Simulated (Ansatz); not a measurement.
# PbTe, pressure series

Start from PbTe in the rock salt structure (space group Fm-3m, No. 225).

```
CELL_PARAMETERS angstrom
      0.00000     3.26763     3.26763
      3.26763     0.00000     3.26763
      3.26763     3.26763     0.00000
ATOMIC_POSITIONS crystal
  Te 0.00000 0.00000 0.00000
  Pb 0.50000 0.50000 0.50000
```

Cell and atoms are relaxed at each pressure.

All numbers come from Kohn–Sham DFT with the r2SCAN functional, run in Ansatz (an electronic-structure program) with PAW and 500 eV plane waves, without spin-orbit coupling, earlier PAW set.

For the base:

The band gap is 1.10 eV.

The aim is a band gap between 0.92 eV and 0.99 eV. Which of these changes reaches it?
(A) pressure −1 GPa
(B) pressure −2 GPa
(C) pressure 10 GPa
(D) pressure 3 GPa
(E) pressure 7.5 GPa

D, pressure 3 GPa. It gives 0.96 eV; pressure −2 GPa gives 1.19 eV; pressure 7.5 GPa gives 0.76 eV; pressure −1 GPa gives 1.15 eV; pressure 10 GPa gives 0.66 eV. Changes not listed may reach it too

With Pb and Te present, leaving out spin-orbit coupling can change the band edges. Load acts through the strain it causes; cell and atoms are relaxed under it. Whether these cells are dynamically stable was not tested. No other phases were tried under pressure.
